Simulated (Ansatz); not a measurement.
A computed series for Pt: response to strain

The reference is Pt in the fcc (Cu type) structure (space group Fm-3m, No. 225; a = 3.895 Å; relaxed with 0.1 eV smearing). Axes: x, y, z lie along the cube axes.

Strains are applied to the cell and any free atomic positions relax.

Calculations: LDA (Ansatz, a quantum-chemistry and plane-wave program; PAW; 420 eV plane waves; spin-orbit coupling left out).

Notes on the quantities. energy relative to the base: free energy F.

```json
[
 {"uniaxial strain ε_zz (%)": "0", "energy relative to the base (meV/atom)": "0.0"},
 {"uniaxial strain ε_zz (%)": "0.5", "energy relative to the base (meV/atom)": "0.4"},
 {"uniaxial strain ε_zz (%)": "1", "energy relative to the base (meV/atom)": "1.7"},
 {"uniaxial strain ε_zz (%)": "1.5", "energy relative to the base (meV/atom)": "?"},
 {"uniaxial strain ε_zz (%)": "2", "energy relative to the base (meV/atom)": "6.7"},
 {"uniaxial strain ε_zz (%)": "2.5", "energy relative to the base (meV/atom)": "10.4"},
 {"uniaxial strain ε_zz (%)": "3", "energy relative to the base (meV/atom)": "14.9"}
]
```

Problem. Fit ΔE = Aε² + Bε³ (ε in %) to the rows shown and predict the withheld row.

Solution. Least squares on the printed values gives A = 1.71 and B = -0.019 meV/atom (largest residual 0.0 meV/atom); this predicts 3.8 meV/atom, and the run gives 3.8 meV/atom, in agreement.

No phonon test of stability was made. All final runs are without spin polarisation. Pt lies near a magnetic instability that expansion can trigger; it was not tested.
